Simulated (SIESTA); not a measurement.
SIESTA run on Hf2Ge (I4/mcm, 6 atoms in the cell): self-consistent single point.

Level of theory: GGA PBEsol, numerical atomic orbitals DZP, PseudoDojo PBEsol standard norm-conserving potentials (rewritten from UPF to PSML) run with SIESTA.

```xyz
6
Lattice="-3.2580 3.2580 2.6205 3.2580 -3.2580 2.6205 3.2580 3.2580 -2.6205" Properties=species:S:1:pos:R:3 pbc="T T T"
Hf     1.0149     2.2431     0.0000
Hf     2.2431     1.0149     2.6205
Hf     4.2730     1.0149     0.0000
Hf    -1.0149     2.2431     2.6205
Ge     0.0000     0.0000     1.3103
Ge     0.0000     0.0000     3.9308
```

Reference input (self-consistent single point, DFT, GGA PBEsol, numerical atomic orbitals DZP, PseudoDojo PBEsol standard norm-conserving potentials (rewritten from UPF to PSML)): XC.functional = GGA; XC.authors = PBEsol; potentials = PseudoDojo PBEsol standard; PAO.BasisSize = DZP; PAO.EnergyShift = 0.01 Ry; MeshCutoff = 300 Ry; kgrid.MonkhorstPack = 5 5 5; OccupationFunction = MP; OccupationMPOrder = 0; ElectronicTemperature = 1160.45 K; MaxSCFIterations = 150; SCF.Mixer.Method = Broyden. This run's input differs from it in these lines:

```diff
@@ -32,5 +32,5 @@
 %block kgrid.MonkhorstPack
-    5   0   0  0.0
-    0   5   0  0.0
-    0   0   5  0.0
+    7   0   0  0.0
+    0   7   0  0.0
+    0   0   7  0.0
 %endblock kgrid.MonkhorstPack
```

Log, with long lists cut:

```
        iscf     Eharris(eV)        E_KS(eV)     FreeEng(eV)     dDmax    Ef(eV) dHmax(eV)
   scf:    1   -10969.933635   -10988.613797   -10988.626639  1.318004 -3.703211  5.153100
   scf:    2   -10990.023584   -10989.342227   -10989.356825  0.039047 -3.779191  4.245651
   scf:    3   -10991.374238   -10990.591365   -10990.609360  0.120128 -4.049115  1.538789
   scf:    4   -10990.884219   -10990.768291   -10990.785446  0.049852 -4.139262  0.273579
   scf:    5   -10990.772850   -10990.771424   -10990.788729  0.009631 -4.163468  0.213268
   scf:    6   -10990.775537   -10990.774267   -10990.791488  0.005629 -4.164435  0.016369
   scf:    7   -10990.774103   -10990.774216   -10990.791498  0.001348 -4.167512  0.034571
   scf:    8   -10990.774380   -10990.774312   -10990.791583  0.001253 -4.166542  0.001506
   scf:    9   -10990.774309   -10990.774311   -10990.791583  0.000114 -4.166592  0.000976
   scf:   10   -10990.774309   -10990.774310   -10990.791583  0.000017 -4.166668  0.000594
SCF Convergence by DM+H criterion
max |DM_out - DM_in|         :     0.0000172737
max |H_out - H_in|      (eV) :     0.0005942650
SCF cycle converged after 10 iterations

Using DM_out to compute the final energy and forces

siesta: E_KS(eV) =           -10990.7743

siesta: E_KS - E_eggbox =    -10990.7743

siesta: Atomic forces (eV/Ang):
     1   -0.210520    0.210520   -0.000000
     2    0.210520   -0.210520    0.000000
     3   -0.208968   -0.208968   -0.000471
     4    0.208968    0.208968    0.000471
     5   -0.000554    0.000554    0.000000
     6    0.000554   -0.000554   -0.000000
   Tot    0.000000   -0.000000    0.000000
   Max    0.210520
   Res    0.139830    sqrt( Sum f_i^2 / 3N )
   Max    0.210520    constrained

   [... lines left out ...]
siesta: FreeEng =    -10990.791583
   [... lines left out ...]
siesta:    -0.014245    0.000238    0.000097
siesta:     0.000238   -0.014245    0.000097
siesta:     0.000097    0.000097   -0.018020

siesta: Cell volume =        111.265607 Ang**3

siesta: Pressure (static):
siesta:                Solid            Molecule  Units
siesta:           0.00016885          0.00017962  Ry/Bohr**3
siesta:           0.01550321          0.01649192  eV/Ang**3
siesta:          24.83888270         26.42296191  kBar
```

The run converged in 10 iterations. Against the reference run the free energy goes down by 2.9 meV/atom, the pressure stays near 2.48 GPa while the zz stress (positive for compression) goes from 1.55 to 2.89 GPa and the largest force goes from 0.425 to 0.298 eV/Å.

The starting cell comes from a database of computed structures (which also holds hypothetical and non-ambient phases and stackings), without a prior relaxation at this level. Its lattice was rescaled by a random factor within 2.5 % of one. Values carry the incompleteness of an atom-centred basis.

Cost on one core of a shared machine: roughly 50 s.
